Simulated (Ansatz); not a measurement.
Take ZnO in the wurtzite structure (space group P6_3mc, No. 186; a = 3.187 Å, c = 5.153 Å) as the base. Axes: x lies along a and z along c of the hexagonal cell.

Computed with LDA (Ansatz, an electronic-structure program; PAW; 420 eV plane waves; no spin-orbit coupling).

Now apply this change: uniaxial strain ε_xx = +2.40 %, all other strain components held at zero; the atoms relax in the strained cell.

Question: Predict the stress tensor and what it implies for the stiffness.

Answer: Stress of the strained cell less that of the base (GPa, compression positive):
```
  -5.18    0.00    0.00
   0.00   -3.10    0.00
   0.00    0.00   -2.76
```

Then −Δσ_ii/ε with ε = 0.0240 gives secant stiffness values (nonlinear terms included at this strain): C11 ≈ 216 GPa, C12 ≈ 129 GPa and C13 ≈ 115 GPa.

As a check, the harmonic strain energy −½ V₀ Δσ:ε is 4.4 meV/atom; the computed energy rise is 4.4 meV/atom.

Stability against distortions was not tested.
